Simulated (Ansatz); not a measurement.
The structure below was relaxed with PBE (Ansatz, a program for electronic structure, PAW, scalar-relativistic without spin-orbit coupling), at pressure 2.1 GPa.

```xyz
2
Lattice="0.0000 2.1938 2.1938 2.1938 0.0000 2.1938 2.1938 2.1938 0.0000" Properties=species:S:1:pos:R:3 pbc="T T T"
Al     0.0000     0.0000     0.0000
N      1.0969     1.0969     1.0969
```

**Question.** Find the space group and the Wyckoff positions.

**Answer.** Space group F-43m (No. 216); a = 4.3875 Å, b = 4.3875 Å, c = 4.3875 Å, α = 90.00°, β = 90.00°, γ = 90.00°

| atom | site | symmetry | x | y | z |
|---|---|---|---|---|---|
| Al | 4a | -43m | 0.0000 | 0.0000 | 0.0000 |
| N | 4d | -43m | 0.7500 | 0.7500 | 0.7500 |

**Question.** Describe the coordination.

**Answer.** The crystal has 8 atoms in its conventional cell. Conventional cell: a = b = c = 4.3875 Å, α = β = γ = 90.00°. Al sees 4 N at 1.900 Å (tetrahedral). N has 4 Al at 1.900 Å (tetrahedral). (Neighbours: up to the widest gap in distance over summed covalent radii, below 1.35, at either atom; cation-cation and far metal-metal contacts left out.)

Load acts through the strain it causes; cell and atoms are relaxed under it. No phonon test of stability was made. Tetrahedral semiconductors of this kind turn to denser phases somewhere between about 1 and 50 GPa; those were not computed, so compressed cells here can lie past the real transition. The cell was made from AlN in the zinc blende structure (space group F-43m, No. 216) by this change: pressure 2.1 GPa. This is not the structure that AlN has at room temperature and ambient pressure.
